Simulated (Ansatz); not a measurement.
Electronic density of states of amorphous Zr$_{20}$O$_{41}$Zn, density 5.37 g/cm³, on a 2×2×2 Γ-centred mesh with a Gaussian width of 0.1 eV; energies count from the Fermi level, whose place inside the gap is arbitrary. Cell and mesh are small, so fine structure isn't converged. All values below come from PBE, scalar-relativistic without spin-orbit coupling (plane waves to 420 eV, PAW; Ansatz, a quantum-chemistry and plane-wave program). Sampling: a 2×2×2 Γ-centred mesh; Fermi-Dirac width 0.02 eV; no spin polarisation. At PBE the levels at the filled edge of the gap are localised (band-tail or defect states), and the nearest spread-out levels lie 3.6 eV apart at the zone centre.

Preparation: random packing, a CHGNet melt and quench, and a DFT relaxation. O atoms were pushed apart under 1.9 Å during the dynamics, to hinder bonds among them. The hot cell started wider than the set density and was brought back towards it in steps. It is the lowest in DFT energy of 2 quenches. It is a model cell: composition and starting density were chosen by hand, and all elements were melted together. No dispersion term was used. Its density started from a set value of 5.30 and ended at 5.37 g/cm³. The quench (nominally 380 K/ps over its main leg) was far faster than any real one, so the model tends to hold more defects than a real film. One small periodic cell is one sample of the glass; other quenches scatter about these values. Volume and shape were free in the relaxation.

| E - EF (eV) | states/(eV atom) |
|---|---|
| -12.00 | 0.00 |
| -11.90 | 0.00 |
| -11.80 | 0.00 |
| -11.70 | 0.00 |
| -11.60 | 0.00 |
| -11.50 | 0.00 |
| -11.40 | 0.00 |
| -11.30 | 0.00 |
| -11.20 | 0.00 |
| -11.10 | 0.00 |
| -11.00 | 0.00 |
| -10.90 | 0.00 |
| -10.80 | 0.00 |
| -10.70 | 0.00 |
| -10.60 | 0.00 |
| -10.50 | 0.00 |
| -10.40 | 0.00 |
| -10.30 | 0.00 |
| -10.20 | 0.00 |
| -10.10 | 0.00 |
| -10.00 | 0.00 |
| -9.90 | 0.00 |
| -9.80 | 0.00 |
| -9.70 | 0.00 |
| -9.60 | 0.00 |
| -9.50 | 0.00 |
| -9.40 | 0.00 |
| -9.30 | 0.00 |
| -9.20 | 0.00 |
| -9.10 | 0.00 |
| -9.00 | 0.00 |
| -8.90 | 0.00 |
| -8.80 | 0.00 |
| -8.70 | 0.00 |
| -8.60 | 0.00 |
| -8.50 | 0.00 |
| -8.40 | 0.00 |
| -8.30 | 0.00 |
| -8.20 | 0.00 |
| -8.10 | 0.00 |
| -8.00 | 0.00 |
| -7.90 | 0.00 |
| -7.80 | 0.00 |
| -7.70 | 0.00 |
| -7.60 | 0.00 |
| -7.50 | 0.00 |
| -7.40 | 0.00 |
| -7.30 | 0.00 |
| -7.20 | 0.00 |
| -7.10 | 0.00 |
| -7.00 | 0.02 |
| -6.90 | 0.14 |
| -6.80 | 0.30 |
| -6.70 | 0.51 |
| -6.60 | 0.65 |
| -6.50 | 0.71 |
| -6.40 | 0.76 |
| -6.30 | 0.80 |
| -6.20 | 0.76 |
| -6.10 | 0.68 |
| -6.00 | 0.73 |
| -5.90 | 0.73 |
| -5.80 | 0.74 |
| -5.70 | 0.82 |
| -5.60 | 0.86 |
| -5.50 | 0.88 |
| -5.40 | 0.86 |
| -5.30 | 0.82 |
| -5.20 | 0.88 |
| -5.10 | 0.82 |
| -5.00 | 0.79 |
| -4.90 | 0.84 |
| -4.80 | 0.85 |
| -4.70 | 0.85 |
| -4.60 | 0.81 |
| -4.50 | 0.81 |
| -4.40 | 0.85 |
| -4.30 | 0.81 |
| -4.20 | 0.80 |
| -4.10 | 0.88 |
| -4.00 | 0.90 |
| -3.90 | 0.91 |
| -3.80 | 0.94 |
| -3.70 | 0.91 |
| -3.60 | 0.91 |
| -3.50 | 0.96 |
| -3.40 | 0.99 |
| -3.30 | 1.00 |
| -3.20 | 1.07 |
| -3.10 | 1.02 |
| -3.00 | 0.95 |
| -2.90 | 0.98 |
| -2.80 | 0.98 |
| -2.70 | 0.95 |
| -2.60 | 0.95 |
| -2.50 | 0.93 |
| -2.40 | 0.88 |
| -2.30 | 0.84 |
| -2.20 | 0.74 |
| -2.10 | 0.57 |
| -2.00 | 0.43 |
| -1.90 | 0.29 |
| -1.80 | 0.11 |
| -1.70 | 0.13 |
| -1.60 | 0.14 |
| -1.50 | 0.03 |
| -1.40 | 0.00 |
| -1.30 | 0.00 |
| -1.20 | 0.00 |
| -1.10 | 0.00 |
| -1.00 | 0.00 |
| -0.90 | 0.00 |
| -0.80 | 0.00 |
| -0.70 | 0.00 |
| -0.60 | 0.00 |
| -0.50 | 0.00 |
| -0.40 | 0.00 |
| -0.30 | 0.00 |
| -0.20 | 0.00 |
| -0.10 | 0.00 |
| 0.00 | 0.00 |
| 0.10 | 0.00 |
| 0.20 | 0.00 |
| 0.30 | 0.00 |
| 0.40 | 0.00 |
| 0.50 | 0.00 |
| 0.60 | 0.00 |
| 0.70 | 0.00 |
| 0.80 | 0.00 |
| 0.90 | 0.00 |
| 1.00 | 0.00 |
| 1.10 | 0.00 |
| 1.20 | 0.00 |
| 1.30 | 0.00 |
| 1.40 | 0.00 |
| 1.50 | 0.03 |
| 1.60 | 0.12 |
| 1.70 | 0.21 |
| 1.80 | 0.22 |
| 1.90 | 0.27 |
| 2.00 | 0.38 |
| 2.10 | 0.46 |
| 2.20 | 0.47 |
| 2.30 | 0.52 |
| 2.40 | 0.62 |
| 2.50 | 0.69 |
| 2.60 | 0.78 |
| 2.70 | 0.80 |
| 2.80 | 0.77 |
| 2.90 | 0.76 |
| 3.00 | 0.78 |
| 3.10 | 0.79 |
| 3.20 | 0.81 |
| 3.30 | 0.87 |
| 3.40 | 0.79 |

The level gap on this mesh is 3.23 eV; the broadening fills part of it in the curve.
